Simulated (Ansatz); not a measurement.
Base system: MgS in the rock salt structure (space group Fm-3m, No. 225; a = 5.230 Å).

The values are results of PBE (Ansatz, an electronic-structure program; PAW; 420 eV plane waves; spin-orbit coupling left out), not measurements.

For the base:

| Item | Result |
|---|---|
| Electron mass | 0.52 mₑ along k, 0.29 mₑ across (at X) |

Now apply this change: the cell is scaled by 0.9800 in all directions; the atoms relax in the strained cell.

**Question.** Predict the new mean gap deformation potential ΔEg/Δln V.

**Answer.** The mean gap deformation potential ΔEg/Δln V is -2.1 eV.

**Question.** Predict the new electron mass.

**Answer.** The electron mass goes from 0.52 mₑ along k, 0.29 mₑ across (at X) to 0.53 mₑ along k, 0.29 mₑ across (at X).

**Question.** Predict the new energy relative to the base.

**Answer.** The energy goes up by 16 meV/atom.

Masses are band curvatures over ±0.01 Å⁻¹ around the edge. Along k means along the line from Γ to the band edge. No phonon test of stability was made.
